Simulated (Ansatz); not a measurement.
System: In₂Si₂O₇ (Fd-3m, No. 227, 22 atoms in the cell; start mp-19784). Method: PBEsol (Ansatz, a quantum-chemistry and plane-wave program, plane waves, PAW).

From the output:

```
Crystal: 22 atoms, lattice volume = 210.785 Å³
Basis set: ecut = 520 eV, 5769 PW (Γ), exchange–correlation on 100×100×100 points (8 copies of the dense FFT grid, shifted against one another)
Bands: 98, of which v1, the nominal top of the filled ones, is band 76 counted from 1 (75 counted from 0)
Symmetry: 48 space group operations
Space group: Fd-3m (ITA 227), of the structure as read, at distance tolerance 6.0e-5 Å
k-points: 16 of 216
Functional: x = pbesol(κ = 0.804, μ = 0.12345679012345678), c = pbesol(β = 0.046)
SCF iter   1: F=—  HF=-32453.414865 eV  |F-HF|=—  |Δ(HF+E_count)|=         —  Δρ=1.60e-2  dr2=4.35e-1
SCF iter   2: F=—  HF=-32453.298057 eV  |F-HF|=—  |Δ(HF+E_count)|=   1.17e-1  Δρ=5.25e-3  dr2=5.92e-2
  ...
SCF iter   7: F=—  HF=-32453.281654 eV  |F-HF|=—  |Δ(HF+E_count)|=   7.88e-8  Δρ=1.64e-6  dr2=3.16e-9
SCF iter   8: F=-32453.281654 eV  HF=-32453.281654 eV  |F-HF|=6.55e-11  |Δ(HF+E_count)|=  8.84e-10  Δρ=2.91e-7  dr2=1.91e-10
SCF 1 converged in 8 iterations: F = -32453.281654 eV  dr2 = 1.91e-10
SCF converged after 8 iterations
Free energy (F): -32453.281654 eV
  ...
E sigma→0 (E₀):  -32453.281654 eV
Fermi energy:    11.418204 eV
--- Forces (eV/Å), atoms counted from 1 ---
  atom   1  In     0.00000000    -0.00000000     0.00000000
  atom   2  In     0.00000000     0.00000000     0.00000000
  atom   3  In     0.00000000    -0.00000000    -0.00000000
  atom   4  In     0.00000000    -0.00000000     0.00000000
  atom   5  Si    -0.00000000     0.00000000    -0.00000000
  atom   6  Si    -0.00000000     0.00000000    -0.00000000
  atom   7  Si    -0.00000000     0.00000000     0.00000000
  atom   8  Si    -0.00000000     0.00000000     0.00000000
  atom   9  O     -0.00000000     0.00000000     0.00110032
  atom  10  O      0.00000000     0.00000000     0.00110032
  atom  11  O      0.00000000     0.00000000    -0.00110032
  atom  12  O     -0.00000000     0.00000000    -0.00110032
  atom  13  O      0.00110032    -0.00000000    -0.00000000
  atom  14  O      0.00110032     0.00000000     0.00000000
  atom  15  O     -0.00110032     0.00000000    -0.00000000
  atom  16  O     -0.00110032     0.00000000     0.00000000
  atom  17  O      0.00000000     0.00110032     0.00000000
  atom  18  O      0.00000000     0.00110032    -0.00000000
  atom  19  O     -0.00000000    -0.00110032     0.00000000
  atom  20  O     -0.00000000    -0.00110032    -0.00000000
  atom  21  O      0.00000000     0.00000000     0.00000000
  atom  22  O      0.00000000     0.00000000     0.00000000
--- Stress (GPa, compression-positive) ---
        0.007059      -0.000000       0.000000
       -0.000000       0.007059       0.000000
        0.000000      -0.000000       0.007059
  P = ⅓ Tr σ = 0.0071 GPa (0.071 kbar)
```

Question: Write an input file that could have produced this run (the log leaves some choices open).

Answer: This is not unique; one that fits is 
Ansatz 0.2 input:
```yaml
crystal:
  lattice:
    - [0.0, 4.7235628793, 4.7235628793]
    - [4.7235628793, 0.0, 4.7235628793]
    - [4.7235628793, 4.7235628793, 0.0]
  atoms:
    - { symbol: In, position: [0.125, 0.125, 0.125] }
    - { symbol: In, position: [0.625, 0.125, 0.125] }
    - { symbol: In, position: [0.125, 0.125, 0.625] }
    - { symbol: In, position: [0.125, 0.625, 0.125] }
    - { symbol: Si, position: [0.625, 0.625, 0.625] }
    - { symbol: Si, position: [0.125, 0.625, 0.625] }
    - { symbol: Si, position: [0.625, 0.625, 0.125] }
    - { symbol: Si, position: [0.625, 0.125, 0.625] }
    - { symbol: O, position: [0.6964194784, 0.6964194784, 0.3035805216] }
    - { symbol: O, position: [0.9464194784, 0.9464194784, 0.5535805216] }
    - { symbol: O, position: [0.3035805216, 0.3035805216, 0.6964194784] }
    - { symbol: O, position: [0.5535805216, 0.5535805216, 0.9464194784] }
    - { symbol: O, position: [0.3035805216, 0.6964194784, 0.6964194784] }
    - { symbol: O, position: [0.5535805216, 0.9464194784, 0.9464194784] }
    - { symbol: O, position: [0.6964194784, 0.3035805216, 0.3035805216] }
    - { symbol: O, position: [0.9464194784, 0.5535805216, 0.5535805216] }
    - { symbol: O, position: [0.6964194784, 0.3035805216, 0.6964194784] }
    - { symbol: O, position: [0.9464194784, 0.5535805216, 0.9464194784] }
    - { symbol: O, position: [0.3035805216, 0.6964194784, 0.3035805216] }
    - { symbol: O, position: [0.5535805216, 0.9464194784, 0.5535805216] }
    - { symbol: O, position: [0.0, 0.0, 0.0] }
    - { symbol: O, position: [0.25, 0.25, 0.25] }
basis:
  ecutwfc: 520
  ecutrho_ratio: 4
  xc_grid: 2
kpoints:
  mp_grid: { grid: [6, 6, 6] }
  band_path:
    path:
      - [0.0, 0.0, 0.0]
      - [0.083333, 0.0, 0.083333]
      - [0.166667, 0.0, 0.166667]
      - [0.25, 0.0, 0.25]
      - [0.333333, 0.0, 0.333333]
      - [0.416667, 0.0, 0.416667]
      - [0.5, 0.0, 0.5]
      - [0.625, 0.25, 0.625]
      - [0.375, 0.375, 0.75]
      - [0.3125, 0.3125, 0.625]
      - [0.25, 0.25, 0.5]
      - [0.1875, 0.1875, 0.375]
      - [0.125, 0.125, 0.25]
      - [0.0625, 0.0625, 0.125]
      - [0.1, 0.1, 0.1]
      - [0.2, 0.2, 0.2]
      - [0.3, 0.3, 0.3]
      - [0.4, 0.4, 0.4]
      - [0.5, 0.5, 0.5]
      - [0.5, 0.4375, 0.5625]
      - [0.5, 0.375, 0.625]
      - [0.5, 0.3125, 0.6875]
      - [0.5, 0.25, 0.75]
      - [0.5, 0.125, 0.625]
    npoints: 1
hamiltonian:
  xc: pbesol
  dispersion: none
  pseudopotentials: { kind: paw }
scf:
  occupations: { method: fermi_dirac, width: 0.01 }
  convergence: { dr2_threshold: 0.0000000022 }
output:
  forces: true
  stress: true
  eigenvalues: true
  write_bands: true
```

The PAW data were made under PBE.

The result took very roughly 60 core-seconds.

A start named mp-… is a Materials Project structure, which need not be a measured phase.
